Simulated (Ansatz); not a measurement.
Start from SnTe in the rock salt structure (space group Fm-3m, No. 225; a = 6.409 Å).

Calculations: Ansatz (a quantum-chemistry and plane-wave program), PBE, PAW, cutoff 420 eV, no spin-orbit coupling.

For the base:

The pressure is 0.00 GPa.

One thing is altered: the cell is scaled by 0.9800 in all directions, atoms relaxed at fixed cell.

### Question
What happens to the energy relative to the base?

### Answer
The energy goes up by 16 meV/atom.

### Question
How does this affect the pressure?

### Answer
The pressure goes from zero to 2.81 GPa.

The cells carry an imposed strain or load. Whether these cells are dynamically stable was not tested.
